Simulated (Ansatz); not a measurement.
A self-consistent single point of PdSO₄ (C2/c, 12 atoms in the cell) with Ansatz (a first-principles code).

Computed with LDA (PW92), default PAW files made with PBE (plane waves; Ansatz).

```xyz
12
Lattice="3.8084 -3.2339 0.0000 3.8084 3.2339 0.0000 -1.4682 0.0000 7.7716" Properties=species:S:1:pos:R:3 pbc="T T T"
Pd     1.1701    -1.6169     3.8858
Pd     1.9042     1.6169     0.0000
S      3.4414    -2.7537     1.9429
S      2.7073     2.7537     5.8287
O      6.0137    -0.3500     1.6285
O      0.1350     0.3500     6.1431
O      0.8691    -0.3500     2.2573
O      5.2796     0.3500     5.5143
O      3.0521     1.8900     4.6232
O      3.0965    -1.8900     3.1484
O      2.3624     1.8900     7.0342
O      3.7863    -1.8900     0.7374
```

Reference input (self-consistent single point, DFT, LDA (PW92), plane waves, default PAW files made with PBE): basis.ecutwfc = 420 eV; kpoints.mp_grid.grid = 3 3 2; hamiltonian.xc = lda; hamiltonian.pseudopotentials = {kind: paw} (the program's default PAW files); scf.occupations.method = fixed. This run's input differs from it in these lines:

Ansatz 0.2 input:
```diff
@@ -19,3 +19,3 @@
 basis:
-  ecutwfc: 420.0
+  ecutwfc: 170.0
 kpoints:
```

Output, abridged:

```
SCF iter   1: F=—  HF=-19716.466018 eV  |F-HF|=—  |Δ(HF+E_count)|=         —  Δρ=2.49e-1  dr2=6.04e1  ethr=1.77e-3  ⟨swp⟩=5.0  Hψ=1678  notcnv=0  defer=80
all-band conjugate gradients solve this SCF's bands
preconditioner: auto → Resta (q_TF=auto, 2.432 Å⁻¹)
SCF iter   2: F=—  HF=-19690.045177 eV  |F-HF|=—  |Δ(HF+E_count)|=    2.64e1  Δρ=8.22e-2  dr2=4.36e0  ethr=1.77e-3  ⟨swp⟩=3.0  Hψ=1200  notcnv=0  defer=80
   [... lines left out ...]
SCF iter   6: F=—  HF=-19687.720546 eV  |F-HF|=—  |Δ(HF+E_count)|=   1.08e-3  Δρ=2.35e-4  dr2=1.03e-4  ethr=4.49e-6  ⟨swp⟩=2.2  Hψ=749  notcnv=0  defer=80
SCF iter   7: F=—  HF=-19687.720548 eV  |F-HF|=—  |Δ(HF+E_count)|=   2.41e-6  Δρ=4.73e-5  dr2=4.94e-6  ethr=1.08e-7  ⟨swp⟩=2.9  Hψ=826  notcnv=0  defer=65
SCF iter   8: F=—  HF=-19687.720548 eV  |F-HF|=—  |Δ(HF+E_count)|=   1.54e-7  Δρ=2.68e-5  dr2=1.56e-6  ethr=5.15e-9  ⟨swp⟩=2.0  Hψ=701  notcnv=0  defer=57
SCF iter   9: F=-19687.720548 eV  HF=-19687.720548 eV  |F-HF|=2.16e-9  |Δ(HF+E_count)|=   2.33e-7  Δρ=5.57e-6  dr2=7.44e-8  ethr=1.04e-10  ⟨swp⟩=11.1  Hψ=2456  notcnv=0
SCF 1 converged in 9 iterations: F = -19687.720548 eV  dr2 = 7.44e-8
Free energy (F): -19687.720548 eV
Internal energy: -19687.720548 eV  (E = F + TS)
E sigma→0 (E₀):  -19687.720548 eV
Fermi energy:    3.680752 eV
--- Forces (eV/Å), atoms counted from 1 ---
  atom   1  Pd    -0.00000000     0.00000000     0.00000000
  atom   2  Pd    -0.00000000     0.00000000     0.00000000
  atom   3  S      0.00000000    -0.49397619     0.00000000
  atom   4  S      0.00000000     0.49397619     0.00000000
  atom   5  O      1.96378710     2.11544106     1.55604555
  atom   6  O     -1.96378710    -2.11544106    -1.55604555
  atom   7  O     -1.96378710     2.11544106    -1.55604555
  atom   8  O      1.96378710    -2.11544106     1.55604555
  atom   9  O     -2.23658410     1.26070761     2.46851573
   [... lines left out ...]
  atom  12  O     -2.23658410    -1.26070761     2.46851573
--- Stress (GPa, compression-positive) ---
       -8.312137       0.000000      -0.445982
        0.000000      -6.710756      -0.000000
       -0.445982      -0.000000      -6.222546
  P = ⅓ Tr σ = -7.0818 GPa (-70.818 kbar)
  The stress holds the Pulay correction. Without it, at fixed plane waves, as pw.x and ABINIT print it: P = -425.1358 GPa
```

The run converged in 9 iterations. Against the reference run the free energy goes up by 14.4 eV/atom, the pressure goes from -12.46 to -7.08 GPa, the largest force goes from 1.322 to 3.562 eV/Å and the gap on the mesh goes from 0.903 to 1.144 eV.

The starting cell comes from a database of computed structures (which also holds hypothetical and non-ambient phases and stackings), without a prior relaxation at this level. Its lattice was rescaled by a random factor within 2.5 % of one. Forces in this geometry exceed 1 eV/Å. Ansatz's pressure includes its estimate of the finite-basis (Pulay) stress. Without the estimate this run gives -425.14 GPa. The cutoff lies below the one recommended for these files.
